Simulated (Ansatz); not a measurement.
Start from Si in the diamond structure (space group Fd-3m, No. 227; a = 5.434 Å).

Method: Ansatz (a program for electronic structure) PBEsol, no spin-orbit coupling.

Before the change:

* **Band gap**: 0.47 eV
* **Lattice parameter a**: 5.434 Å

It is then changed as follows: a hydrostatic pressure of 2.1 GPa.

Problem. What happens to the band gap?

Solution. The band gap drops by 0.04 eV, from 0.47 eV to 0.43 eV.

Problem. How does this affect the lattice parameter a?

Solution. The lattice parameter a decreases by 0.039 Å to 5.395 Å.

Load acts through the strain it causes; cell and atoms are relaxed under it. No phonon test of stability was made. Tetrahedral semiconductors of this kind turn to denser phases somewhere between about 1 and 50 GPa; those were not computed, so compressed cells here can lie past the real transition.
